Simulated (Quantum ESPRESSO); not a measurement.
σxx against uniaxial strain in bcc Nb (space group 229): C11 (Quantum ESPRESSO, PBEsol)

```
Nb
1.0
   -1.61097     1.63550     1.63550
    1.61097    -1.63550     1.63550
    1.61097     1.63550    -1.63550
Nb
1
Direct
  0.00000   0.00000   0.00000
```

Computed with PBEsol, GBRV 1.5 ultrasoft (PBESOL) pseudopotentials (plane waves; Quantum ESPRESSO 7.5). Settings: ecutwfc = 52 Ry; ecutrho = 416 Ry; occupations = smearing; smearing = fermi-dirac; degauss = 0.0036749 Ry; potentials = {Nb: nb_pbesol_v1.uspp.F.UPF}; K_POINTS = automatic 38 38 38 0 0 0; conv_thr = 1e-10 Ry; mixing_beta = 0.7. The cell above is the first row's. The rows stretch one cube axis (x) by the strain ε and hold the other two. Stress is positive in tension. In all rows the k mesh is held.

| ε (%) | σxx (GPa) |
|---|---|
| -1.5 | -3.86 |
| -1.0 | -2.47 |
| -0.5 | -1.10 |
| 0.0 | 0.26 |
| 0.5 | 1.56 |
| 1.0 | 2.84 |
| 1.5 | 4.08 |
| 2.0 | ? |

Problem. Using a parabola, estimate the missing σxx at ε = 2.0 from the other rows, showing the fit.

Solution. Least squares gives σxx = 0.250 + 2.6500·ε - 0.0629·ε². Residuals (row less fit): 0.007, -0.007, -0.009, 0.010, 0.001, 0.003, -0.003; standard error 0.009 (degrees of freedom: 4). The slope at ε = 0, 2.6500 GPa per cent, gives C11 ≈ 100 × 2.6500 = 265 GPa, for the static lattice. At the withheld row, σxx = 0.250 + 2.6500 × 2.0 - 0.0629 × 2.0² = 5.298 GPa. The calculation gives 5.29 GPa, 0.008 GPa below the prediction (0.1 % of the range of σxx in the table). The row lies outside the fitted rows, so this is an extrapolation. From the scatter of the fitted rows alone, a prediction at this place has a standard error of 0.016 GPa, so the miss is 0.5 times that.

Carrying the step between the two nearest rows on in a straight line would have given 5.32, off by 0.03; series whose last step already gives the withheld value aren't shown. The reference cell has the volume at which an earlier scan in this program and functional put its minimum by a fit. The unstrained cell stands at a pressure of -0.26 GPa, and the constants belong to that pressure. Spin polarisation is off. Without a gap such slopes are sensitive to mesh and smearing. Cutoffs and mesh are single choices, not tested for convergence of this quantity. Series with a scatter that would blur these digits, or in which a gap closes, are not shown. Strain series were run only where this level's volume lies within 10 % of a first guess from the measured size.
